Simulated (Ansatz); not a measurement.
Base system: a 24-atom supercell of ScAl₃ in the Cu3Au type structure (space group Pm-3m, No. 221) at its relaxed geometry.

```xyz
24
Lattice="4.1055 -4.1055 -4.1055 0.0000 8.2110 -4.1055 4.1055 4.1055 4.1055" Properties=species:S:1:pos:R:3 pbc="T T T"
Al     4.1055    -2.0528    -2.0528
Al     4.1055     2.0528    -2.0528
Al     4.1055     2.0528     2.0528
Al     4.1055     6.1583    -2.0528
Al     4.1055     6.1583     2.0528
Al     4.1055     2.0528    -6.1583
Al     2.0528     2.0528     0.0000
Al     2.0528     6.1583     0.0000
Al     6.1583     2.0528     0.0000
Al     6.1583     6.1583    -4.1055
Al     6.1583     6.1583     0.0000
Al     2.0528     6.1583    -4.1055
Al     2.0528     8.2110    -2.0528
Al     6.1583     0.0000    -2.0528
Al     6.1583     8.2110    -2.0528
Al     6.1583     4.1055    -2.0528
Al     2.0528     0.0000    -2.0528
Al     2.0528     4.1055    -2.0528
Sc     0.0000     0.0000     0.0000
Sc     4.1055     0.0000    -4.1055
Sc     4.1055     0.0000     0.0000
Sc     4.1055     4.1055    -4.1055
Sc     4.1055     4.1055     0.0000
Sc     4.1055     8.2110     0.0000
```

Level of theory: PBE (Ansatz, a program for electronic structure; PAW; 420 eV plane waves; no SOC).

Base values:

Pressure: 0.0 GPa
Mean distance from the defect site to its nearest host atoms: 2.90 Å

Perturbation: one Sc atom is replaced by Tm, atoms relaxed at fixed cell, starting from a slightly rattled geometry.

Tabulated Pauling electronegativity and covalent radius: Sc 1.36, 1.70 Å; Tm 1.25, 1.90 Å.

Question: What happens to the total moment of the cell, largest displacement of a host atom from its site in the perfect cell, pressure and mean distance from the defect site to its nearest host atoms?

Answer: The total moment of the cell amounts to 1.2 μB; the largest displacement of a host atom from its site in the perfect cell amounts to 0.02 Å; the pressure goes from zero to 1.2 GPa; the mean distance from the defect site to its nearest host atoms rises by 0.02 Å to 2.92 Å.

The magnetic state is the one reached from the starting moments; the real material's order can differ, and small cells can't hold many antiferromagnetic ones. Open 4f shells without U are poorly described, and the f state was not checked. The cell is small, so the values are those of an ordered compound at a high defect concentration; dilute-limit values will differ. Spin-polarised in the final run: Tm on a Sc site; the other runs are not. The defect cell is spin-polarised and ends with 1.2 μB, a fractional moment that hangs on the mesh and smearing.
